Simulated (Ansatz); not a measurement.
Several settings converged on a (001) slab of Ca2CoN2 (cut from a parent of space group no. 139; 10 atoms in the cell)

```
CELL_PARAMETERS angstrom
      3.53694     0.00000     0.00000
      0.00000     3.53694     0.00000
      0.00000     0.00000    23.94512
ATOMIC_POSITIONS crystal
  Ca 0.00000 0.00000 0.29234
  Ca 0.50000 0.50000 0.70766
  Co 0.00000 0.00000 0.62807
  N  0.00000 0.00000 0.70184
  N  0.50000 0.50000 0.29815
  Ca 0.50000 0.50000 0.54848
  Ca 0.00000 0.00000 0.45152
  Co 0.50000 0.50000 0.37193
  N  0.50000 0.50000 0.44570
  N  0.00000 0.00000 0.55430
```
Moments meant for the start (each program seeds them in its own way; μB, in the order of the atoms Ca Ca Co N N Ca Ca Co N N): 0.0 0.0 3.0 0.0 0.0 0.0 0.0 3.0 0.0 0.0.

Base method: PBEsol, default PAW files made with PBE (plane waves; Ansatz, a first-principles code).

Base settings: basis.ecutwfc = 420 eV; kpoints.mp_grid.grid = 5 5 1; hamiltonian.xc = pbesol; hamiltonian.pseudopotentials = {kind: paw} (the program's default PAW files); magnetization.spin_polarized = true; scf.occupations.method = fermi_dirac; scf.occupations.width = 0.1 eV.

The count of work is k-points × plane waves × bands × iterations; it is no time. Core times come from one kind of shared machine, to one figure; runs under 30 s give none.

**The vacuum**

The mesh stays at the base's, so the ladder's end is converged at best in this setting alone.

Only quantities that move along the ladder and can be compared are tabulated.

These are the values that this program gave, and no reference: magnetic slabs can end in a higher state.

```csv
vacuum between outermost atoms (Å),free energy less the last step's (meV/atom),largest difference of a force vector from the last step's (eV/Å),count of work / last,core time / last (rough)
3.0,-74.26,0.589,0.40,–
4.0,-18.44,0.250,0.45,–
5.0,-3.44,0.067,0.51,–
6.0,-0.52,0.011,0.34,–
7.0,-0.05,0.002,0.37,–
8.0,0.02,0.001,0.38,–
10.0,-0.03,0.001,0.43,–
12.0,-0.03,0.001,0.47,–
14.0,-0.02,0.001,0.52,–
17.0,-0.04,0.001,0.63,0.5
20.0,-0.01,0.001,0.70,0.7
25.0,-0.03,0.001,0.82,0.7
30.0,0.00,0.000,1.0,1
```

Smallest vacuum between outermost atoms (Å) that holds the free energy within 5 meV/atom of the last step, with all finer ones: 5.0; the step before is off by 18 meV/atom.

Smallest vacuum between outermost atoms (Å) that holds the forces within 0.01 eV/Å of the last step, with all finer ones: 7.0, at 0.37 of the last step's count of work; the step before is off by 0.011 eV/Å.

**The k-point mesh**

Only quantities that move along the ladder and can be compared are tabulated.

These are the values that this program gave, and no reference: magnetic slabs can end in a higher state.

| kpoints.mp_grid.grid | free energy less the last step's (meV/atom) | largest difference of a force vector from the last step's (eV/Å) | net moment (μB/atom) | count of work / last | core time / last (rough) |
|---|---|---|---|---|---|
| 2 2 1 | 94.26 | 0.232 | 0.453 | 0.043 | – |
| 3 3 1 | 0.23 | 0.121 | 0.373 | 0.033 | – |
| 4 4 1 | -5.15 | 0.021 | 0.416 | 0.061 | – |
| 5 5 1 | 1.61 | 0.048 | 0.446 | 0.061 | – |
| 6 6 1 | 0.22 | 0.022 | 0.411 | 0.11 | 0.1 |
| 7 7 1 | -0.42 | 0.010 | 0.428 | 0.10 | 0.1 |
| 8 8 1 | 0.47 | 0.002 | 0.423 | 0.15 | 0.2 |
| 9 9 1 | -0.10 | 0.008 | 0.420 | 0.16 | 0.2 |
| 11 11 1 | 0.06 | 0.001 | 0.422 | 0.21 | 0.2 |
| 13 13 1 | 0.01 | 0.001 | 0.423 | 0.28 | 0.3 |
| 15 15 1 | -0.01 | 0.000 | 0.423 | 0.37 | 0.4 |
| 17 17 1 | 0.00 | 0.000 | 0.423 | 0.49 | 0.5 |
| 24 24 1 | 0.00 | 0.000 | 0.423 | 1.0 | 1 |

Coarsest kpoints.mp_grid.grid that holds the free energy within 1 meV/atom of the last step, with all finer ones: 6 6 1, at 0.11 of the last step's count of work and about 0.1 of the last step's time; the step before is off by 1.6 meV/atom.

Coarsest kpoints.mp_grid.grid that holds the forces within 0.005 eV/Å of the last step, with all finer ones: 11 11 1, at 0.21 of the last step's count of work and about 0.2 of the last step's time; the step before is off by 0.008 eV/Å.

Coarsest kpoints.mp_grid.grid that holds the net moment within 0.01 μB/atom of the last step, with all finer ones: 7 7 1, at 0.10 of the last step's count of work and about 0.1 of the last step's time; the step before is off by 0.012 μB/atom.

**The plane-wave cutoff**

The mesh stays at the base's, so the ladder's end is converged at best in this setting alone.

Only quantities that move along the ladder and can be compared are tabulated.

These are the values that this program gave, and no reference: magnetic slabs can end in a higher state.

| basis.ecutwfc | free energy less the last step's (meV/atom) | largest difference of a force vector from the last step's (eV/Å) | net moment (μB/atom) | count of work / last | core time / last (rough) |
|---|---|---|---|---|---|
| 210 eV | 4630.34 | 2.043 | 0.352 | 0.17 | – |
| 250 eV | 1280.34 | 0.506 | 0.459 | 0.22 | – |
| 295 eV | 278.27 | 0.025 | 0.445 | 0.23 | – |
| 355 eV | 32.29 | 0.008 | 0.446 | 0.30 | – |
| 420 eV | 3.12 | 0.004 | 0.446 | 0.35 | – |
| 505 eV | 0.59 | 0.002 | 0.446 | 0.47 | 0.5 |
| 630 eV | 0.22 | 0.001 | 0.446 | 0.65 | 0.6 |
| 840 eV | 0.00 | 0.000 | 0.446 | 1.0 | 1 |

Coarsest basis.ecutwfc that holds the net moment within 0.05 μB/atom of the last step, with all finer ones: 250 eV, at 0.22 of the last step's count of work; the step before is off by 0.094 μB/atom.

Coarsest basis.ecutwfc that holds the free energy within 1 meV/atom of the last step, with all finer ones: 505 eV; the step before is off by 3.1 meV/atom.

Coarsest basis.ecutwfc that holds the forces within 0.02 eV/Å of the last step, with all finer ones: 355 eV, at 0.30 of the last step's count of work; the step before is off by 0.025 eV/Å.

On the base run: the starting cell comes from a database of computed structures (which also holds hypothetical and non-ambient phases and stackings), without a prior relaxation at this level. The slab is cut from that crystal, and its faces are unrelaxed. Its lattice was rescaled by up to half a per cent. The magnetic order is the one reached from the typed start; others were not searched systematically. The program warned that, by what it read of turns of the moments, another magnetic order lies lower. Without a gap this mesh is coarse (it stands for a supercell whose shortest in-plane vector is 18 Å).

Keys are those of Ansatz 0.2.
